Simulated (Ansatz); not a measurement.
A self-consistent single point of Be (P6_3/mmc, 4 atoms in the cell) with Ansatz (a first-principles code)

Method of the run: revPBE, default PAW files made with PBE (plane waves; Ansatz).

Input as run:

Ansatz 0.2 input:
```yaml
# Be
crystal:
  lattice:
    - [2.30383800, 0.00000000, 0.00000000]
    - [-1.15191900, 1.99518200, 0.00000000]
    - [0.00000000, 0.00000000, 7.41261300]
  atoms:
    - { symbol: Be, position: [0.00000000, 0.00000000, 0.00000000] }
    - { symbol: Be, position: [0.00000000, 0.00000000, 0.50000000] }
    - { symbol: Be, position: [0.33333300, 0.66666700, 0.25000000] }
    - { symbol: Be, position: [0.66666700, 0.33333300, 0.75000000] }
kpoints:
  mp_grid:
    grid: [11, 11, 3]
hamiltonian:
  xc: revpbe
  pseudopotentials:
    kind: paw
scf:
  occupations:
    method: cold
    width: 0.272
output:
  forces: true
  eigenvalues: true
  stress: true
```

Log, with long lists cut:

```
WARN the atoms were moved onto the symmetric positions of the space group found under crystal.symmetry.tolerance 1.0e-5 (fractional …
WARN basis.ecutwfc = 420 eV, the default
WARN ansatz: RAYON_NUM_THREADS=1 ignored (pool sized by the plan → 1); use --threads N
Pseudopotentials: kind: paw
Pseudopotential: Be, paw, valence charge 2
Crystal: 4 atoms, lattice volume = 34.073 Å³
Basis set: ecut = 420 eV, 649 PW (Γ), exchange–correlation on 32×32×100 points (8 copies of the dense FFT grid, shifted against one another)
Bands: 8, of which v1, the nominal top of the filled ones, is band 4 counted from 1 (3 counted from 0)
Symmetry: 24 space group operations
Space group: P63/mmc (ITA 194), of the structure as read, at distance tolerance 3.2e-5 Å
k-points: 32 of 363
PAW frozen core: Be, regenerated for the run's functional, and the local potential with it
Initial density: superposition of atomic densities (neutral atoms: chi_scale 0, normalization atom), corrected by the library's trained network
Initial wavefunctions: pseudopotential atomic-orbital guess
Eigensolver: davidson
Functional: x = revpbe(κ = 1.245, μ = 0.2195149727645171), c = pbe(β = 0.06672455060314922)
SCF iter   1: F=—  HF=-373.573147 eV  |F-HF|=—  |Δ(HF+E_count)|=         —  Δρ=2.30e-3  dr2=1.95e-3  ethr=1.77e-3  ⟨swp⟩=5.2  Hψ=1831  notcnv=0
all-band conjugate gradients solve this SCF's bands
preconditioner: auto → none
SCF iter   2: F=—  HF=-373.572964 eV  |F-HF|=—  |Δ(HF+E_count)|=   1.83e-4  S|Δr|=    0.00e0  Δρ=1.40e-3  dr2=6.94e-4  ethr=2.44e-5  ⟨swp⟩=1.1  Hψ=516  notcnv=0
SCF iter   3: F=—  HF=-373.572807 eV  |F-HF|=—  |Δ(HF+E_count)|=   1.57e-4  S|Δr|=    0.00e0  Δρ=7.83e-5  dr2=4.21e-6  ethr=8.68e-6  ⟨swp⟩=1.6  Hψ=319  notcnv=0
SCF iter   4: F=—  HF=-373.572837 eV  |F-HF|=—  |Δ(HF+E_count)|=   2.95e-5  S|Δr|=    0.00e0  Δρ=1.89e-5  dr2=2.16e-7  ethr=5.26e-8  ⟨swp⟩=2.1  Hψ=358  notcnv=0
SCF iter   5: F=-373.572837 eV  HF=-373.572837 eV  |F-HF|=3.47e-9  |Δ(HF+E_count)|=   8.16e-8  S|Δr|=    0.00e0  Δρ=3.02e-6  dr2=4.70e-9  ethr=1.25e-9  ⟨swp⟩=4.2  Hψ=924  notcnv=0
SCF 1 converged in 5 iterations: F = -373.572837 eV  dr2 = 4.70e-9
SCF converged after 5 iterations
Stability not checked (fill_not_monotonic)
Free energy (F): -373.572837 eV
Harris-Foulkes:  -373.572837 eV  (|F-HF|=3.47e-9)
Internal energy: -373.565422 eV  (E = F + TS)
E sigma→0 (E₀):  -373.570365 eV
Entropy (-TS):   -0.007415 eV (-1.854 meV/atom)
Fermi energy:    7.982930 eV
--- Per-component energies (eV) ---
  E_band       = 21.619655
  E_kinetic    = 80.233268
  E_local      = 10.992315  (includes V_loc(G=0)·N_el)
  E_nonlocal   = 16.462449
  E_hartree    = 0.121842
  E_xc         = -77.828712
  E_vxc        = -81.339404  (∫ρ·V_xc dr)
  E_paw        = -240.614737  (= ΣΔE_a)
  E_vpaw       = -4.972617  (= ΣTr[D̂ρ^β])
  E_aug_tail   = -0.000003  (compensation charges beyond the density's cutoff)
  E_ewald      = -162.908153
  E_core_change = -0.023691  (= ΣΔE_core)
  E_smearing   = -0.007415  (= −TS)
  E_closure    = -0.000000  (closes the sum)
  Σ components = -373.572837   (vs F -373.572837, Δ=0.00e0)
--- Forces (eV/Å), atoms counted from 1 ---
  atom   1  Be    -0.00000000    -0.00000000    -0.00000000
   [... zero for the other atoms too ...]
  max |Σ_I F_I| component: 1.11e-16 eV/Å
--- Stress (GPa, compression-positive) ---
       -4.990021      -0.000000       0.000000
        0.000000      -4.990021       0.000000
        0.000000       0.000000      -7.240358
  P = ⅓ Tr σ = -5.7401 GPa (-57.401 kbar)
  The stress holds the Pulay correction. Without it, at fixed plane waves, as pw.x and ABINIT print it: P = -5.7885 GPa
--- Band table (eV; the first three rows and the last of 32) ---
  k-point 0: bands = ["-3.4520", "-1.4108", "-1.3856", "3.1662", "8.0230", "17.0729", "17.0748", "23.2613"]
  k-point 1: bands = ["-3.2231", "-2.5369", "0.1636", "1.9970", "9.7069", "13.0632", "21.3570", "23.4182"]
  k-point 2: bands = ["-3.2166", "-1.1712", "-1.1459", "3.4667", "8.1177", "17.1483", "17.1729", "21.4738"]
  k-point 31: bands = ["4.9950", "5.2884", "6.2101", "6.3278", "8.0854", "8.1659", "9.7707", "10.2893"]
```

The run converged in 5 iterations.

The starting cell was generated: these elements placed on a structure prototype, without a prior relaxation; it need not be a known phase or ordering of this composition. Its lattice was rescaled by a random factor within 2.5 % of one. With a pressure of about -6 GPa the cell is away from its equilibrium volume at this level. Ansatz's pressure includes its estimate of the finite-basis (Pulay) stress.
